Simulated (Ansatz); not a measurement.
The starting structures come from a database of crystals and need not be the phases stable at ambient conditions.

Inside the gap of an insulator the Bloch states are evanescent, with a wavenumber k + iκ along the transport direction.

Consider the following.

```
CELL_PARAMETERS angstrom
      3.83110     0.00000     0.00000
      0.00000     3.83110     0.00000
      0.00000     0.00000     5.52212
ATOMIC_POSITIONS crystal
  Zn 0.50000 0.00000 0.76306
  Zn 0.00000 0.50000 0.23694
  Se 0.00000 0.00000 0.50000
  S  0.50000 0.50000 0.00000
```

Space group of this cell: P-4m2. The cell is strained (lengths across the current scaled by 0.98, ions clamped); by r2SCAN its mean pressure is 3.2 GPa.

Transport runs along the normal of the first two printed cell vectors, the (001) (indices of the unstrained crystal) plane of the conventional cell.

No gap correction and no spin-orbit coupling; mid-gap values are interpolated between computed energies.

Problem. Give the band gap and the smallest decay constant κ at mid-gap that r2SCAN (Ansatz, a quantum-chemistry and plane-wave program) yields.

Solution. Gap 2.30 eV on a 8×8×6 mesh; κ = 0.164 1/Å, at the zone centre.
